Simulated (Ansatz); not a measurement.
Take BN in the wurtzite structure (space group P6_3mc, No. 186) as the base.

```xyz
4
Lattice="2.5232 0.0000 0.0000 -1.2616 2.1852 0.0000 0.0000 0.0000 4.1751" Properties=species:S:1:pos:R:3 pbc="T T T"
B      0.0000     1.4568     0.0013
B      1.2616     0.7284     2.0888
N      0.0000     1.4568     1.5644
N      1.2616     0.7284     3.6520
```

Cartesian axes are those of the cell as printed.

Calculations: LDA/PAW in Ansatz (a program for electronic structure), scalar-relativistic without spin-orbit coupling.

Strains are applied to the cell and any free atomic positions relax.

One change was made to it. Results:

| quantity | base | after |
|---|---|---|
| band gap | 4.93 eV | 4.69 eV |
| shortest interatomic distance | 1.548 Å | 1.527 Å |
| pressure (mean of the normal stresses, compression positive) | 0.00 GPa | 10.28 GPa |

Problem. Name the change that was made.
A. uniaxial strain ε_xx = −0.60 %
B. uniaxial strain ε_xx = −1.20 %
C. uniaxial strain ε_xx = −2.40 %
D. uniaxial strain ε_xx = −1.80 %

Solution. C, uniaxial strain ε_xx = −2.40 %. For comparison, the band gap in the other runs: uniaxial strain ε_xx = −0.60 % gives 4.87 eV; uniaxial strain ε_xx = −1.20 % gives 4.81 eV; uniaxial strain ε_xx = −1.80 % gives 4.75 eV.

Whether these cells are dynamically stable was not tested.
